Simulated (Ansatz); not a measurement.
An Ansatz (an electronic-structure program) run: Sb with a change (pressure −1 GPa); PBEsol-D3(BJ), PAW, 420 eV (Ansatz; scalar-relativistic without spin-orbit coupling).

Input:

Ansatz 0.2 input:
```yaml
crystal:
  lattice:
    - [2.1342344594, 1.2322008396, 3.5725764794]
    - [-2.1342344594, 1.2322008396, 3.5725764794]
    - [0, -2.4644016793, 3.5725764794]
  atoms:
    - { symbol: Sb, position: [0.2389042139, 0.2389042139, 0.2389042139] }
    - { symbol: Sb, position: [0.7610957861, 0.7610957861, 0.7610957861] }
basis: { ecutwfc: 420, ecutrho_ratio: 4, xc_grid: 2, fft_grid_basis: typed }
kpoints: { mp_grid: { grid: [13, 13, 13] } }
hamiltonian:
  xc: pbesol
  dispersion: d3bj
  pseudopotentials: { kind: paw }
scf: { occupations: { method: fermi_dirac, width: 0.05 } }
relax: { f_tol: 0.01, max_steps: 60, cell: { stress_tol: 0.02, p_target: -1.0 } }
output: { forces: true, stress: true }
checkpoint: { write: state.ck, write_every: 1000 }
```

Output (explanatory and most iteration lines left out):

```
Relaxation: its limit of steps is 60 (relax.max_steps)
Pseudopotential: Sb, paw, valence charge 15
Crystal: 2 atoms, lattice volume = 56.371 Å³
Basis set: ecut = 420 eV, 1103 PW (Γ), exchange–correlation on 60×60×60 points (8 copies of the dense FFT grid, shifted against one another)
Bands: 19, of which v1, the nominal top of the filled ones, is band 15 counted from 1 (14 counted from 0)
Symmetry: 12 space group operations
Space group: R-3m (ITA 166), of the structure as read, at distance tolerance 3.8e-5 Å
k-points: 231 of 2197
Functional: x = pbesol(κ = 0.804, μ = 0.12345679012345678), c = pbesol(β = 0.046)
SCF iter   1: F=—  HF=-12817.117162 eV  |F-HF|=—  |Δ(HF+E_count)|=         —  Δρ=2.75e-3  dr2=3.06e-3  ethr=1.77e-3  ⟨swp⟩=6.2  Hψ=22914  notcnv=0
SCF iter   2: F=—  HF=-12817.114477 eV  |F-HF|=—  |Δ(HF+E_count)|=   2.69e-3  Δρ=1.79e-3  dr2=1.15e-3  ethr=1.02e-5  ⟨swp⟩=2.7  Hψ=9821  notcnv=0
SCF 1 converged in 7 iterations: F = -12817.114081 eV  dr2 = 3.19e-8
relax step   1: F+E_penalty+E_count = -12817.11408082 eV  Δ(F+E_penalty+E_count) = +0.000e0 eV  max|allowed force component| = 1.089e-4 eV/Å  Δτ_max = 0.0000 Å  P = -0.007 GPa  Ω = 56.371 Å³  (7 SCF iters, dr2 threshold 1.00e-7 eV, accepted)
[... steps on the carried basis left out ...]
relax step   6: F+E_penalty+E_count = -12817.11030471 eV  Δ(F+E_penalty+E_count) = -2.689e-4 eV  max|allowed force component| = 2.820e-4 eV/Å  Δτ_max = 0.0000 Å  P = -1.006 GPa  Ω = 57.546 Å³  stress off target by 8.96e-3 GPa  SCF on the basis re-selected at this cell (its energy is not comparable with the rows above)  (6 SCF iters)
SCF converged after 6 iterations
Free energy (F): -12817.110305 eV
Internal energy: -12817.107426 eV  (E = F + TS)
E sigma→0 (E₀):  -12817.108865 eV
Entropy (-TS):   -0.002879 eV (-1.440 meV/atom)
Fermi energy:    10.568397 eV
  E_disp       = -0.949032  (pairwise vdW)
--- Forces (eV/Å), atoms counted from 1 ---
  atom   1  Sb     0.00000000     0.00000000    -0.00028197
  atom   2  Sb    -0.00000000    -0.00000000     0.00028197
--- Stress (GPa, compression-positive) ---
       -1.008957       0.000000      -0.000000
        0.000000      -1.008957      -0.000000
       -0.000000      -0.000000      -0.999587
  P = ⅓ Tr σ = -1.0058 GPa (-10.058 kbar)
--- Relaxed structure (5 steps of the walk, 5 accepted, 1 SCFs on fresh bases) ---
  cell:  # Å, volume = 57.5456 Å³
    - [2.14442444060412, 1.238084028022749, 3.612433658624754]
    - [-2.14442444060412, 1.238084028022749, 3.612433658624754]
    - [3.424166870876463e-34, -2.4761680560960553, 3.6124336586074266]
  atoms:
    - { symbol: Sb, position: [0.23774821820269793, 0.23774821820269793, 0.23774821820269793] }
    - { symbol: Sb, position: [0.762251781797302, 0.762251781797302, 0.762251781797302] }
```

With Sb present, leaving out spin-orbit coupling can change the band edges. Load acts through the strain it causes; cell and atoms are relaxed under it. Stability against distortions was not tested. The cell was made from Sb in the A7 type structure (space group R-3m, No. 166) by this change: pressure −1 GPa.
